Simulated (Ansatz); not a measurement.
The starting structures come from a database of crystals and need not be the phases stable at ambient conditions.

Inside the gap of an insulator the Bloch states are evanescent, with a wavenumber k + iκ along the transport direction.

```
CELL_PARAMETERS angstrom
      7.68748     0.00000     0.00000
      0.51405     9.36158     0.00000
      2.20095    -3.73559     3.87824
ATOMIC_POSITIONS crystal
  Mo 0.33864 0.34044 0.17112
  Mo 0.66136 0.65956 0.82888
  Pb 0.97526 0.25541 0.76778
  Pb 0.02474 0.74459 0.23222
  Pb 0.72706 0.11273 0.24920
  Pb 0.27294 0.88727 0.75080
  O  0.00000 0.00000 0.25301
  O  0.00000 0.00000 0.74699
  O  0.59952 0.30541 0.00565
  O  0.40048 0.69459 0.99435
  O  0.70836 0.77893 0.16690
  O  0.29164 0.22107 0.83310
  O  0.29164 0.22107 0.31740
  O  0.70836 0.77893 0.68260
  O  0.17946 0.59978 0.51005
  O  0.82054 0.40022 0.48995
```

Space group of this cell: C2/m. The cell is taken as given.

Transport runs along the normal of the first two printed cell vectors.

The gap is the functional's own. No spin-orbit coupling. Mid-gap values are interpolated on the energy grid.

Question: Give the band gap and the smallest decay constant κ at mid-gap that r2SCAN (Ansatz, a first-principles code) yields.

Answer: Gap 3.11 eV on a 8×8×8 mesh; κ = 0.443 1/Å, at (0.500, 0.500) of the in-plane reciprocal vectors. At the zone centre, at the nearest computed energy, the slowest state has κ = 0.48 1/Å.
